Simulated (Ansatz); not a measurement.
## A computed series for SnO: pressure series

The reference is SnO in the litharge type structure (space group P4/nmm, No. 129; layered, stacked along the Cartesian z axis).

```yaml
crystal:
  lattice:
    - [3.79339, 0.00000, 0.00000]
    - [0.00000, 3.79339, 0.00000]
    - [0.00000, 0.00000, 4.76431]
  atoms:
    - { symbol: Sn, position: [0.50000, 0.00000, 0.24059] }
    - { symbol: Sn, position: [0.00000, 0.50000, 0.75941] }
    - { symbol: O, position: [0.00000, 0.00000, 0.00000] }
    - { symbol: O, position: [0.50000, 0.50000, 0.00000] }
```

Cell and atoms are relaxed at each pressure.

All numbers come from r2SCAN+rVV10 (Ansatz, a first-principles code), without spin-orbit coupling.

### Question
Only one of these has a band gap. Which?
(A) pressure 4.5 GPa
(B) pressure 22.5 GPa
(C) pressure 15 GPa
(D) pressure −1 GPa
(E) pressure 0.9 GPa

### Answer
D, pressure −1 GPa. Computed: pressure 0.9 GPa: zero; pressure 15 GPa: zero; pressure −1 GPa: 0.26 eV; pressure 4.5 GPa: zero; pressure 22.5 GPa: zero

A case with no gap was solved on a k-mesh chosen for an insulator, which is coarse for it. Load acts through the strain it causes; cell and atoms are relaxed under it. Stability against distortions was not tested. No other phases were tried under pressure. All final runs are without spin polarisation. A zero or small gap of SnO can be the functional's error rather than a property of the material.
